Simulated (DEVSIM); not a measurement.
Structure: illuminated Si p-on-n cell, one wavelength, at 300 K.

Layer 1 from the left is Si, thickness (μm) 0.520, Na (cm⁻³) 4e18, τn (s) 2.4e-6, τp (s) 3.6e-7, absorption coefficient (cm⁻¹) 160. Layer 2 from the left is Si, thickness (μm) 140, Nd (cm⁻³) 2.7e17, τn (s) 8.2e-6, τp (s) 8.2e-6, absorption coefficient (cm⁻¹) 160.

Left contact: ohmic, minority electron recombination velocity 4e5 cm/s. Right contact: ohmic, minority hole recombination velocity 40000 cm/s. Voltage is applied to the left contact. Recombination: SRH at mid-gap, radiative, Auger. Light enters at the left, 9.2e17 photons cm⁻² s⁻¹, one pass, no reflection. Mobility is μmin + (μ − μmin)/(1 + (N/Nref)^α).

The device is made up for the run: typed textbook-type constants, with dimensions and the other settings drawn at random. Values at 300 K.

Si: gap (eV) 1.124, affinity (eV) 4.05, permittivity 11.7, Nc (cm⁻³) 2.86e19, Nv (cm⁻³) 3.1e19, μn (cm²/Vs) 1417, μp (cm²/Vs) 470, μn,min 52, μp,min 45, Nref,n 9.7e16, Nref,p 2.2e17, αn 0.68, αp 0.72, B (cm³/s) 4.7e-15, Cn (cm⁶/s) 2.8e-31, Cp (cm⁶/s) 9.9e-32.

Model (solved in DEVSIM): 1D drift-diffusion, Boltzmann statistics, complete ionisation; no tunnelling, impact ionisation, image-force lowering or self-heating.

Dark forward current:

```csv
|V| (V),|J| (A/cm²)
0.05,8.935e-11
0.15,1.016e-9
0.20,3.348e-9
0.25,1.275e-8
0.30,5.936e-8
0.35,3.310e-7
0.40,2.070e-6
0.45,1.370e-5
0.50,9.308e-5
0.55,0.0006390
0.60,0.004405
0.65,0.03041
0.70,0.2094
0.75,1.409
0.80,8.366
0.85,34.10
0.90,88.75
0.95,173.7
1.00,288.7
1.05,433.4
1.10,606.5
1.15,806.2
1.20,1031
1.25,1278
1.30,1547
1.35,1836
```

Problem. Work out the local ideality factor n = ΔV / (kT/q · ln(J2/J1)) between the rows 0.15 and 0.20 V, 0.60 and 0.65 V, 1.30 and 1.35 V.

Solution. kT/q = 25.85 mV. From 0.15 to 0.20 V: ln(3.348e-9/1.016e-9) = 1.192, n = 1.62. From 0.60 to 0.65 V: ln(0.03041/0.004405) = 1.932, n = 1.00, near the 1 of diffusion or emission over a barrier. From 1.30 to 1.35 V: ln(1836/1547) = 0.171, n = 11.29.

Problem. What current could the absorbed light give at most, and what share is collected?

Solution. Σ αd = 2.25, so qΦ(1 − exp(−Σ αd)) = 132 mA/cm². The simulated short-circuit current is 71.66 mA/cm², a share of 0.54.

Problem. Estimate the open-circuit voltage by superposition: the voltage at which the dark current equals that short-circuit current.

Solution. Interpolating ln J in the table gives 0.672 V. The simulation gives 0.672 V, the same within the digits that matter. Superposition holds where collection doesn't change with voltage.

Problem. Estimate the fill factor from FF0 = (v − ln(v + 0.72))/(v + 1), v = qVoc/(nkT), with n from the dark curve.

Solution. The rows about Voc, 0.65 and 0.70 V, give n = 1.00, so v = 25.9 and FF0 = 0.841. The simulation gives 0.840, the same within the digits that matter.
